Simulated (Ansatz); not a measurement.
## Evanescent states of Te₂Mo (P6_3/mmc, 6 atoms a cell, 24.2 Å³ an atom, 3 GPa at this level) along the normal of (001)

All values below come from r2SCAN (plane waves, PAW; Ansatz, an electronic-structure program).

The gap is the functional's own, uncorrected, and κ follows it; spin-orbit coupling is left out. Mid-gap values are interpolated between the computed energies.

Energies count from the valence-band top; κ is the least over a 12×12 mesh across the current.

```
E (eV)     κ (1/Å)  where
------  ----------  -----
0.03         0.120  off Γ
0.09         0.139  off Γ
0.15         0.152  off Γ
0.21    (withheld)  off Γ
0.27    (withheld)  off Γ
0.33    (withheld)  off Γ
0.39    (withheld)  off Γ
0.45    (withheld)  off Γ
0.51    (withheld)  off Γ
0.57         0.139  off Γ
0.63         0.117  off Γ
0.69         0.088  off Γ
0.75         0.036  off Γ
```

**Question.** Some entries are withheld; supply them.

**Answer.** 
- 0.21, κ (1/Å): 0.160
- 0.27, κ (1/Å): 0.165
- 0.33, κ (1/Å): 0.168
- 0.39, κ (1/Å): 0.169
- 0.45, κ (1/Å): 0.168
- 0.51, κ (1/Å): 0.156
